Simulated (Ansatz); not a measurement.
**Response to strain in TiAl**

Start from TiAl (space group P4/mmm, No. 123; relaxed with 0.1 eV smearing).

```
TiAl
1.0
    2.82407     0.00000     0.00000
    0.00000     2.82407     0.00000
    0.00000     0.00000     4.07475
Ti Al
1 1
Direct
  0.00000   0.00000   0.00000
  0.50000   0.50000   0.50000
```

Cartesian axes are those of the cell as printed.

Strains are applied to the cell and any free atomic positions relax.

Computed with PBE/PAW in Ansatz (a first-principles code), spin-orbit coupling left out.

Notes on the quantities. energy relative to the base: free energy F.

```tsv
variant	shortest interatomic distance	energy relative to the base
base	2.824 Å	0 meV/atom
uniaxial strain ε_zz = −2.50 %	2.817 Å	+5.4 meV/atom
uniaxial strain ε_zz = −2.00 %	2.824 Å	+3.5 meV/atom
uniaxial strain ε_zz = −1.50 %	2.824 Å	+2.0 meV/atom
uniaxial strain ε_zz = −1.00 %	2.824 Å	+0.9 meV/atom
uniaxial strain ε_zz = −0.50 %	2.824 Å	+0.2 meV/atom
uniaxial strain ε_zz = +0.50 %	2.824 Å	+0.2 meV/atom
uniaxial strain ε_zz = +2.00 %	2.824 Å	+3.4 meV/atom
uniaxial strain ε_zz = +2.50 %	2.824 Å	+5.2 meV/atom
uniaxial strain ε_zz = +3.00 %	2.824 Å	+7.5 meV/atom
```

No phonon test of stability was made. All final runs are without spin polarisation.
